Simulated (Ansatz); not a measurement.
A thermal frame of Li2S (antifluorite type), cell Li64S32, with the crystal as the starting point [in the run: it stayed crystalline]. These are r2SCAN (plane waves, PAW; Ansatz, a first-principles code) values and carry that method's errors.

```json
{
  "plane_wave_cutoff": "500 eV",
  "k-points": "Γ only",
  "spin": "not polarised; no spin-orbit coupling"
}
```

A check of the k-sampling: on the last frame of the same run a denser mesh moved the r2SCAN forces by 0.003 eV/Å rms, the static pressure by -0.03 GPa and the free energy by -2 meV/atom.

```xyz
96
Lattice="11.6671 0.0000 0.0000 0.0000 11.6671 0.0000 0.0000 0.0000 11.6671" Properties=species:S:1:pos:R:3:forces:R:3 pbc="T T T"
Li    1.3369    4.5151    4.3256  -0.295  -0.188  -0.340
Li    1.2611    1.5678    4.4437  -0.159  -0.403  -0.380
Li    1.1742    1.9437    1.1934   0.494  -0.392  -0.047
Li    1.4106    4.5377    1.2810  -0.306   0.226   0.165
Li    3.8818    4.1817    1.9668   0.023  -0.276  -1.165
Li    4.1289    1.2945    1.3264  -0.358   0.291   0.004
Li    4.1397    1.5576    4.1211  -0.228  -0.042   0.321
Li    3.9476    4.5832    4.6673   0.637   0.116  -0.506
S    -0.2084    0.4257    0.0758   0.221  -0.185  -1.417
S     0.0616    2.9794    2.8149  -0.555   0.909   0.341
S     2.6527    0.1495    2.8145   1.559   0.132   1.333
S     2.9051    3.0976   -0.0883  -0.322  -0.293   0.122
Li    1.2520    4.4101   10.2878   0.442   0.052  -0.336
Li    1.4783    1.5788    9.9807  -0.135   0.035   0.463
Li    1.4755    1.3097    7.3544  -1.101   0.800  -0.637
Li    1.6944    4.5003    7.0926  -0.505  -0.096   0.622
Li    4.3494    4.1908    7.2660   0.285   0.030   0.617
Li    3.8428    1.1391    6.9080   0.859   0.113   0.142
Li    4.5307    1.5314   10.1799  -0.516   0.474  -0.391
Li    4.4374    4.5170   10.3022  -0.313  -0.105  -0.171
S    -0.1848   -0.1650    5.7366  -0.066   0.698   0.492
S     0.0967    3.1332    8.6764  -0.631  -0.603  -0.228
S     2.6602   -0.0607    8.5606   0.594  -0.283   0.266
S     2.7903    2.8680    5.8047   0.008   0.294  -0.095
Li    1.7446    9.5861    3.9128  -0.172   1.637  -0.510
Li    0.9414    7.6643    4.6162  -0.576  -1.033  -0.237
Li    1.7292    7.5371    1.4310  -0.796   0.351  -0.017
Li    1.1864   10.9434    1.6736  -0.980  -0.935  -1.095
Li    4.8506    9.9123    1.0260  -1.023  -0.139   0.006
Li    4.3507    7.1932    1.2056   0.319  -0.031  -0.249
Li    4.1303    7.7048    4.1206   0.327  -0.485  -0.339
Li    4.6386   10.5040    3.7969  -0.374   0.665   0.448
S    -0.2282    5.9461   -0.1632   0.197  -0.138   0.281
S    -0.2505    9.0111    2.5465   0.691  -0.923   0.822
S     3.0262    6.0252    2.7034  -0.886   0.289   0.805
S     2.8217    9.0287   -0.2735  -0.523  -1.331   0.876
Li    1.2621   10.0800    9.7345  -0.019  -0.102   0.884
Li    1.4426    7.1604   10.4481  -0.032   0.171  -0.412
Li    1.0462    7.2387    7.4810   0.598   0.164   0.012
Li    1.0034   10.3015    7.4342   0.011  -0.008  -1.164
Li    4.2108   10.1817    6.8874  -0.019  -0.349   0.233
Li    3.8917    7.0533    6.6939   0.476  -0.260   1.101
Li    4.0360    7.5390    9.9119   0.687  -0.313  -0.201
Li    4.1770   10.0379   10.0683   0.544   1.047  -0.841
S     0.0583    5.8382    5.8609   0.133   0.463  -0.805
S    -0.4508    8.8554    8.4037   0.555  -0.118   1.015
S     2.9291    5.7826    8.7799  -0.619   0.364  -0.529
S     2.6603    8.5383    5.6366   0.399   1.020   0.558
Li    6.8801    4.4692    4.5569   0.723  -0.441  -0.797
Li    7.0305    1.3912    4.1479   0.266   0.423  -0.237
Li    6.8835    1.5937    1.3841   0.271  -0.032  -0.105
Li    7.0383    4.4668    1.1928  -0.166   0.225   0.360
Li   10.0079    4.5244    1.1557   0.221   0.142   0.425
Li    9.9575    1.7405    1.2157   0.265  -0.206   0.900
Li   10.0384    1.1237    4.4450  -0.030   0.481  -0.364
Li   10.0375    4.2896    4.0722   0.202   0.007  -0.153
S     5.4699    0.0223   -0.1366   1.460  -0.023   0.013
S     5.3876    2.9256    2.8185   1.589  -0.315   0.372
S     8.6914    0.1270    2.5789  -0.609   0.456   0.441
S     8.6120    3.0678    0.0135  -0.928   0.380  -0.381
Li    7.1213    4.6470   10.0962   0.475  -0.135   0.033
Li    7.2945    1.4641   10.1732  -0.438   0.348   0.098
Li    7.0814    1.7787    7.0302   0.340   0.194   0.431
Li    7.1973    4.5102    7.3015   0.330  -0.124   0.176
Li   10.4422    4.5820    7.1032  -0.642  -1.122   0.252
Li   10.1903    1.4928    7.2574  -0.012   0.241  -0.082
Li    9.8695    1.9581   10.2518   0.898  -0.667  -0.603
Li   10.2364    4.5041    9.8975  -0.290   0.442   0.203
S     5.8787    0.2316    5.7722  -0.999  -0.380  -0.624
S     5.9558    3.0520    8.9297  -0.526  -0.205  -0.844
S     8.4852    0.1953    8.6726   0.504   0.256   0.158
S     8.8957    3.2393    5.7085  -1.001  -1.012   0.550
Li    7.8086   10.2558    4.0284  -0.556  -0.372   0.377
Li    7.1192    7.5083    4.2320   0.201  -0.471   0.043
Li    7.2690    7.4312    1.1576  -0.300  -0.126   0.001
Li    7.3177   10.4094    1.2027   0.193  -0.091  -0.105
Li   10.2483   10.6250    1.2406  -0.346  -0.602   0.475
Li    9.8352    7.3383    1.4191   0.616   0.266  -0.349
Li    9.9345    7.1446    4.1925   0.178  -0.144   0.065
Li   10.3371    9.7757    4.5651   0.539   0.417  -0.218
S     5.8012    6.1024   -0.3424   0.021   0.203   0.831
S     5.9098    8.9541    2.8388   0.129  -0.465  -0.507
S     8.5318    5.8360    2.8903  -0.160   0.138  -0.750
S     8.5485    8.8142   -0.4146  -0.126   0.780   1.155
Li    7.0763   10.2326    9.9610  -0.058  -0.064   0.130
Li    7.1842    7.3486    9.8827  -0.512   0.555   0.048
Li    7.3111    7.1748    6.9372  -0.189   0.512   0.457
Li    6.8759   10.6984    7.4545  -0.087  -0.260  -0.255
Li    9.5732   10.3246    7.3095   0.665  -0.512  -0.307
Li   10.1635    6.9748    7.3124  -0.261   0.985  -0.465
Li    9.8456    7.5026    9.9449   0.651   0.018   0.095
Li    9.9522   10.7353   10.3087   0.020  -0.409  -0.363
S     5.7141    5.8146    5.8685  -0.685   0.127  -0.189
S     5.6953    8.9868    8.4224  -0.270  -0.377   0.319
S     8.5632    6.0289    8.6690   0.482  -1.029  -0.403
S     8.8213    8.4826    5.6691  -0.600   0.679  -0.125
```

Question: At which temperature was this frame sampled?
A) 3980 K
B) 1380 K
C) 810 K
D) 2340 K

Answer: C, 810 K. The rms force component is 0.53 eV/Å.
